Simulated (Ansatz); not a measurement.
# CdS: response to strain

Consider CdS in the zinc blende structure (space group F-43m, No. 216; a = 5.757 Å). Axes: x, y, z lie along the cube axes.

Strains are applied to the cell and any free atomic positions relax; under biaxial strain the out-of-plane vector relaxes too.

The values are results of DFT with LDA, PAW potentials and a 420 eV plane-wave cutoff in Ansatz (a program for electronic structure), scalar-relativistic without spin-orbit coupling, not measurements.

Notes on the quantities. in-plane stress: mean in-plane stress (compression positive); energy relative to the base: free energy F.

```tsv
case	electron mass	in-plane stress	shortest interatomic distance	energy relative to the base
base	0.10 mₑ (at Γ)	–	249.3 pm	0 meV/atom
biaxial strain −3.00 %, plane normal [001], relaxed out of plane	0.12 mₑ out of plane, 0.10 mₑ in plane (at Γ)	+1.7 GPa	248.1 pm	+7.3 meV/atom
biaxial strain −1.50 %, plane normal [001], relaxed out of plane	0.11 mₑ out of plane, 0.10 mₑ in plane (at Γ)	+0.8 GPa	248.6 pm	+1.8 meV/atom
biaxial strain −1.00 %, plane normal [001], relaxed out of plane	–	+0.5 GPa	248.9 pm	+0.8 meV/atom
biaxial strain −0.50 %, plane normal [001], relaxed out of plane	0.11 mₑ (at Γ)	+0.3 GPa	249.1 pm	+0.2 meV/atom
biaxial strain +0.50 %, plane normal [001], relaxed out of plane	0.10 mₑ (at Γ)	?	?	+0.2 meV/atom
biaxial strain +1.00 %, plane normal [001], relaxed out of plane	–	-0.5 GPa	249.7 pm	+0.7 meV/atom
biaxial strain +1.50 %, plane normal [001], relaxed out of plane	0.099 mₑ out of plane, 0.11 mₑ in plane (at Γ)	-0.7 GPa	249.9 pm	+1.7 meV/atom
biaxial strain +2.00 %, plane normal [001], relaxed out of plane	0.097 mₑ out of plane, 0.11 mₑ in plane (at Γ)	-1.0 GPa	250.1 pm	+2.9 meV/atom
biaxial strain +2.50 %, plane normal [001], relaxed out of plane	0.095 mₑ out of plane, 0.11 mₑ in plane (at Γ)	-1.2 GPa	250.3 pm	+4.5 meV/atom
```

Question: Complete the table.

Answer: 
- biaxial strain +0.50 %, plane normal [001], relaxed out of plane, in-plane stress: -0.3 GPa
- biaxial strain +0.50 %, plane normal [001], relaxed out of plane, shortest interatomic distance: 249.5 pm

The levels and masses belong to the bands next to the band gap. Effective masses come from finite differences of ±0.01 Å⁻¹. Stability against distortions was not tested.
